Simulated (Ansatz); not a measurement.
LiTaS2, pressure series

The reference is LiTaS2 (space group P6_3/mmc, No. 194; a = 3.3484 Å, c = 12.9156 Å; a cell from a computed database, its experimental status unchecked).

Cell and atoms are relaxed at each pressure.

Computed with Ansatz (a quantum-chemistry and plane-wave program), r2SCAN, PAW, cutoff 500 eV, no SOC, earlier PAW set.

Candidates:
(a) pressure 0.9 GPa
(b) pressure 2.1 GPa
(c) pressure −1 GPa
(d) pressure 30 GPa
(e) pressure 9 GPa

Before the change:

The c/a ratio is 3.857.

Problem. Order them by c/a ratio, lowest first.

Solution. (d) pressure 30 GPa (3.716), (e) pressure 9 GPa (3.791), (b) pressure 2.1 GPa (3.838), (a) pressure 0.9 GPa (3.849), (c) pressure −1 GPa (3.868)

Load acts through the strain it causes; cell and atoms are relaxed under it. Stability against distortions was not tested. No other phases were tried under pressure.
